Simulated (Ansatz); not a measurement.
The parent structure is TaN in the rock salt structure (space group Fm-3m, No. 225; a = 4.417 Å).

The other end (x = 1) is VN in the rock salt structure (space group Fm-3m, No. 225): 8.72 Å³/atom, gap zero.

Calculations: PBE (Ansatz, a quantum-chemistry and plane-wave program; PAW; 420 eV plane waves; no spin-orbit coupling).

V replaces a fraction x of Ta; each row is one arrangement (x, atoms in the cell, starting space group or random), fully relaxed.

One change was made to it. Results:

```csv
quantity,base,after
magnetic state,not spin-polarised,ferrimagnetic
mean first-shell distances,–,"Ta–N 2.125 Å (end compound 2.209 Å), V–N 2.109 Å (end compound 2.058 Å)"
volume per atom,10.77 Å³,9.42 Å³
```

Which change produced these results?
(A) x(V) = 0.333, 6 atoms, P-3m1
(B) x(V) = 0.25, 8 atoms, P4/mmm
(C) x(V) = 0.75, 8 atoms, P4/mmm

C, x(V) = 0.75, 8 atoms, P4/mmm. For comparison, the magnetic state in the other runs: x(V) = 0.25, 8 atoms, P4/mmm gives ferromagnetic; x(V) = 0.333, 6 atoms, P-3m1 gives weakly magnetic (sensitive to the mesh).

Other magnetic orders, which the real material may have, were not ruled out. Each cell is one ordered arrangement of few atoms, which overstates ordering effects compared with a random alloy. Whether these cells are dynamically stable was not tested. Starting moments died away, wholly or in part, for x(V) = 0.75, 8 atoms, P4/mmm and Ta → V; another magnetic solution may exist. Spin-polarised in the final run: TaV3N4, Ta3VN4 and Ta2VN3; the other runs are not. This is not the structure that TaN has at room temperature and ambient pressure.
